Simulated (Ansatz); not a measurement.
As_B in zinc-blende BAs: one set of geometries, relaxed with PBE, evaluated in Ansatz (PAW, plane waves to 420 eV, 500 eV under r2SCAN) with PBE, r2SCAN.

Cell and caveats: 64-site cell; 2×2×2 shifted k-points; start: the B site; charged states image-corrected; corrections pass 1 eV, so highly charged states may be off by several tenths; flagged in the runs: a doubtful potential alignment.

```csv
quantity,PBE,r2SCAN
host gap (eV),1.20,?
ε(+2/+1) above the VBM (eV),0.30,?
ε(+1/0) above the VBM (eV),0.73,?
largest moment on one atom at charge +1 (μB),0.07,?
"neutral formation energy against rhombohedral As, alpha boron (eV)",3.63,?
```

**Question.** Given the lower rungs, what does r2SCAN give?

**Answer.** 
- host gap (eV), r2SCAN: 1.39
- ε(+2/+1) above the VBM (eV), r2SCAN: 0.46
- ε(+1/0) above the VBM (eV), r2SCAN: 0.92
- largest moment on one atom at charge +1 (μB), r2SCAN: 0.07
- neutral formation energy against rhombohedral As, alpha boron (eV), r2SCAN: 3.85

Ansatz is an electronic-structure program.
